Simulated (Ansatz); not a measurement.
Results of PBEsol+SOC in Ansatz (PAW) for Sr2Ta2O7 (Cmc2₁, No. 36, 22 atoms in the cell; start mp-13664).

The input as run:

Ansatz 0.2 input:
```yaml
crystal:
  lattice:
    - [1.9738113396, -13.6172766482, 0.0]
    - [1.9738113396, 13.6172766482, 0.0]
    - [0.0, 0.0, 5.6760172128]
  atoms:
    - { symbol: Sr, position: [0.4463696747, 0.5536303253, 0.235742159] }
    - { symbol: Sr, position: [0.5536303253, 0.4463696747, 0.735742159] }
    - { symbol: Sr, position: [0.2855576815, 0.7144423185, 0.751098646] }
    - { symbol: Sr, position: [0.7144423185, 0.2855576815, 0.251098646] }
    - { symbol: Ta, position: [0.9452174495, 0.0547825505, 0.7391658112] }
    - { symbol: Ta, position: [0.0547825505, 0.9452174495, 0.2391658112] }
    - { symbol: Ta, position: [0.8404111488, 0.1595888512, 0.243660556] }
    - { symbol: Ta, position: [0.1595888512, 0.8404111488, 0.743660556] }
    - { symbol: O, position: [0.2080734861, 0.7919265139, 0.5103523108] }
    - { symbol: O, position: [0.7919265139, 0.2080734861, 0.0103523108] }
    - { symbol: O, position: [0.101550756, 0.898449244, 0.4865931263] }
    - { symbol: O, position: [0.898449244, 0.101550756, 0.9865931263] }
    - { symbol: O, position: [0.6491338424, 0.3508661576, 0.7391528367] }
    - { symbol: O, position: [0.3508661576, 0.6491338424, 0.2391528367] }
    - { symbol: O, position: [0.5467327614, 0.4532672386, 0.2370850234] }
    - { symbol: O, position: [0.4532672386, 0.5467327614, 0.7370850234] }
    - { symbol: O, position: [0.0024434279, 0.9975565721, 0.4991829232] }
    - { symbol: O, position: [0.9975565721, 0.0024434279, 0.9991829232] }
    - { symbol: O, position: [0.9030717225, 0.0969282775, 0.4688888609] }
    - { symbol: O, position: [0.0969282775, 0.9030717225, 0.9688888609] }
    - { symbol: O, position: [0.7949936093, 0.2050063907, 0.4893777463] }
    - { symbol: O, position: [0.2050063907, 0.7949936093, 0.9893777463] }
basis:
  ecutwfc: 520
  ecutrho_ratio: 4
  xc_grid: 2
kpoints:
  mp_grid: { grid: [8, 8, 6] }
hamiltonian:
  xc: pbesol
  dispersion: none
  pseudopotentials: { kind: paw }
scf:
  occupations: { method: fermi_dirac, width: 0.01 }
  convergence: { dr2_threshold: 0.0000000022 }
output:
  forces: true
  stress: true
  eigenvalues: true
magnetization:
  noncollinear: true
  spin_orbit: true
```

Excerpt of the program's output:

```
Crystal: 22 atoms, lattice volume = 305.119 Å³
Basis set: ecut = 520 eV, 8249 PW (Γ), FFT grids on a1+a2, a2, a3, exchange–correlation on 60×216×90 points (8 copies of the dense FFT grid, shifted against one another)
Bands: 220, of which v1, the nominal top of the filled ones, is band 176 counted from 1 (175 counted from 0)
Symmetry: 4 space group operations + 4 with time reversal
k-points: 84 of 384 (time reversal used)
Initial density: superposition of atomic densities (chi_scale 0.1, normalization cell, long waves kept (reshape's long-wave potential 0.34 eV rms))
Functional: x = pbesol(κ = 0.804, μ = 0.12345679012345678), c = pbesol(β = 0.046)
spin=Noncollinear: Resta preconditioning applied to the charge; magnetization (m_x, m_y, m_z) channels mix plain (no charge-response kernel on spin).
SCF 1 converged in 15 iterations: F = -61170.518273 eV  dr2 = 4.69e-10
SCF converged after 15 iterations
Free energy (F): -61170.518273 eV
Internal energy: -61170.518273 eV  (E = F + TS)
E sigma→0 (E₀):  -61170.518273 eV
Fermi energy:    9.837945 eV
--- Stress (GPa, compression-positive) ---
       -0.167141       0.000000       0.000000
        0.000000      -0.177144       0.000000
        0.000000       0.000000      -0.189287
  P = ⅓ Tr σ = -0.1779 GPa (-1.779 kbar)
```

The PAW data were made under PBE.

Computing time: around 60 core-minutes (rough).

A start named mp-… is a Materials Project structure, which need not be a measured phase.

Ansatz is a program for electronic structure.
